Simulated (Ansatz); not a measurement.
Results of PBE in Ansatz (PAW) for SrInHO₂ (model structure, started from the SrVO2H type, P4/mmm, No. 123, 5 atoms in the cell).

From the output:

```
Crystal: 5 atoms, lattice volume = 69.767 Å³
Basis set: ecut = 520 eV, 1875 PW (Γ), exchange–correlation on 72×72×60 points (8 copies of the dense FFT grid, shifted against one another)
Bands: 23, of which v1, the nominal top of the filled ones, is band 18 counted from 1 (17 counted from 0)
Symmetry: 16 space group operations
Space group: P4/mmm (ITA 123), of the structure as read, at distance tolerance 4.1e-5 Å
k-points: 90 of 640
Functional: x = pbe(κ = 0.804, μ = 0.2195149727645171), c = pbe(β = 0.06672455060314922)
SCF iter   1: F=—  HF=-10295.317701 eV  |F-HF|=—  |Δ(HF+E_count)|=         —  Δρ=2.62e-3  dr2=4.62e-3
SCF iter   2: F=—  HF=-10295.320795 eV  |F-HF|=—  |Δ(HF+E_count)|=   3.09e-3  Δρ=1.75e-3  dr2=1.64e-3
  ...
SCF iter   8: F=—  HF=-10295.320609 eV  |F-HF|=—  |Δ(HF+E_count)|=   4.47e-9  Δρ=1.93e-6  dr2=4.23e-9
SCF iter   9: F=-10295.320609 eV  HF=-10295.320609 eV  |F-HF|=3.98e-10  |Δ(HF+E_count)|=   1.22e-9  Δρ=6.47e-7  dr2=4.60e-10
SCF 1 converged in 9 iterations: F = -10295.320609 eV  dr2 = 4.60e-10
SCF converged after 9 iterations
Free energy (F): -10295.320609 eV
Internal energy: -10295.320609 eV  (E = F + TS)
E sigma→0 (E₀):  -10295.320609 eV
Fermi energy:    8.742005 eV
--- Forces (eV/Å), atoms counted from 1 ---
  atom   1  Sr     0.00000000    -0.00000000     0.00000000
  atom   2  In    -0.00000000     0.00000000     0.00000000
  atom   3  O     -0.00000000     0.00000000     0.00000000
  atom   4  O      0.00000000     0.00000000     0.00000000
  atom   5  H     -0.00000000     0.00000000     0.00000000
--- Stress (GPa, compression-positive) ---
        0.019683       0.000000       0.000000
        0.000000       0.019683       0.000000
        0.000000       0.000000       0.000951
  P = ⅓ Tr σ = 0.0134 GPa (0.134 kbar)
```

Task: Write an input file that could have produced this run (the log leaves some choices open).

Result: One answer among several that fit: 
Ansatz 0.2 input:
```yaml
crystal:
  lattice:
    - [4.3026077984, 0.0, 0.0]
    - [0.0, 4.3026077984, 0.0]
    - [0.0, 0.0, 3.7686812812]
  atoms:
    - { symbol: Sr, position: [0.5, 0.5, 0.5] }
    - { symbol: In, position: [0.0, 0.0, 0.0] }
    - { symbol: O, position: [0.5, 0.0, 0.0] }
    - { symbol: O, position: [0.0, 0.5, 0.0] }
    - { symbol: H, position: [0.0, 0.0, 0.5] }
basis:
  ecutwfc: 520
  ecutrho_ratio: 4
  xc_grid: 2
kpoints:
  mp_grid: { grid: [8, 8, 10] }
  band_path:
    path:
      - [0.0, 0.0, 0.0]
      - [0.0, 0.071429, 0.0]
      - [0.0, 0.142857, 0.0]
      - [0.0, 0.214286, 0.0]
      - [0.0, 0.285714, 0.0]
      - [0.0, 0.357143, 0.0]
      - [0.0, 0.428571, 0.0]
      - [0.0, 0.5, 0.0]
      - [0.071429, 0.5, 0.0]
      - [0.142857, 0.5, 0.0]
      - [0.214286, 0.5, 0.0]
      - [0.285714, 0.5, 0.0]
      - [0.357143, 0.5, 0.0]
      - [0.428571, 0.5, 0.0]
      - [0.5, 0.5, 0.0]
      - [0.45, 0.45, 0.0]
      - [0.4, 0.4, 0.0]
      - [0.35, 0.35, 0.0]
      - [0.3, 0.3, 0.0]
      - [0.25, 0.25, 0.0]
      - [0.2, 0.2, 0.0]
      - [0.15, 0.15, 0.0]
      - [0.1, 0.1, 0.0]
      - [0.05, 0.05, 0.0]
      - [0.0, 0.0, 0.0625]
      - [0.0, 0.0, 0.125]
      - [0.0, 0.0, 0.1875]
      - [0.0, 0.0, 0.25]
      - [0.0, 0.0, 0.3125]
      - [0.0, 0.0, 0.375]
      - [0.0, 0.0, 0.4375]
      - [0.0, 0.0, 0.5]
      - [0.0, 0.071429, 0.5]
      - [0.0, 0.142857, 0.5]
      - [0.0, 0.214286, 0.5]
      - [0.0, 0.285714, 0.5]
      - [0.0, 0.357143, 0.5]
      - [0.0, 0.428571, 0.5]
      - [0.0, 0.5, 0.5]
      - [0.071429, 0.5, 0.5]
      - [0.142857, 0.5, 0.5]
      - [0.214286, 0.5, 0.5]
      - [0.285714, 0.5, 0.5]
      - [0.357143, 0.5, 0.5]
      - [0.428571, 0.5, 0.5]
      - [0.5, 0.5, 0.5]
      - [0.45, 0.45, 0.5]
      - [0.4, 0.4, 0.5]
      - [0.35, 0.35, 0.5]
      - [0.3, 0.3, 0.5]
      - [0.25, 0.25, 0.5]
      - [0.2, 0.2, 0.5]
      - [0.15, 0.15, 0.5]
      - [0.1, 0.1, 0.5]
      - [0.05, 0.05, 0.5]
      - [0.0, 0.5, 0.0625]
      - [0.0, 0.5, 0.125]
      - [0.0, 0.5, 0.1875]
      - [0.0, 0.5, 0.25]
      - [0.0, 0.5, 0.3125]
      - [0.0, 0.5, 0.375]
      - [0.0, 0.5, 0.4375]
      - [0.5, 0.5, 0.0625]
      - [0.5, 0.5, 0.125]
      - [0.5, 0.5, 0.1875]
      - [0.5, 0.5, 0.25]
      - [0.5, 0.5, 0.3125]
      - [0.5, 0.5, 0.375]
      - [0.5, 0.5, 0.4375]
    npoints: 1
hamiltonian:
  xc: pbe
  dispersion: none
  pseudopotentials: { kind: paw }
scf:
  occupations: { method: fermi_dirac, width: 0.01 }
  convergence: { dr2_threshold: 0.0000000005 }
output:
  forces: true
  stress: true
  eigenvalues: true
  write_bands: true
```

Note: the relaxation could raise the start's symmetry but not lower it, so the cell can be a saddle point.

Cost on a shared machine: very roughly 29 core-seconds.

A model structure was made by putting elements into a prototype or built by hand; it is no filed structure, need not be a known phase, and can be a saddle point held by its symmetry.

Ansatz is a program for electronic structure.
